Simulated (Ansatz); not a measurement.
## A computed series for SnTe: response to strain

Take SnTe in the rock salt structure (space group Fm-3m, No. 225) as the base.

```xyz
2
Lattice="0.0000 3.1856 3.1856 3.1856 0.0000 3.1856 3.1856 3.1856 0.0000" Properties=species:S:1:pos:R:3 pbc="T T T"
Te     0.0000     0.0000     0.0000
Sn     3.1856     3.1856     3.1856
```

Cartesian axes are those of the cell as printed.

Strains are applied to the cell and any free atomic positions relax.

The values are results of Ansatz (an electronic-structure program), r2SCAN, PAW, cutoff 500 eV, no SOC, earlier PAW set, not measurements.

Candidates:
(a) isotropic strain +1.49 %
(b) uniaxial strain ε_yy = −0.13 %
(c) isotropic strain +1.72 %
(d) uniaxial strain ε_yy = −0.85 %
(e) strain tensor (xx, yy, zz, yz, xz, xy) = (+1.27, +0.82, −0.71, +1.22, +0.28, +0.02) %

Notes on the quantities. energy relative to the base: free energy F.

**Question.** Order them by energy relative to the base, highest first.

**Answer.** (c) isotropic strain +1.72 % (+11 meV/atom), (a) isotropic strain +1.49 % (+8.4 meV/atom), (e) strain tensor (xx, yy, zz, yz, xz, xy) = (+1.27, +0.82, −0.71, +1.22, +0.28, +0.02) % (+4.6 meV/atom), (d) uniaxial strain ε_yy = −0.85 % (+1.0 meV/atom), (b) uniaxial strain ε_yy = −0.13 % (0.0 meV/atom)

No phonon test of stability was made. The final runs are not spin-polarised.
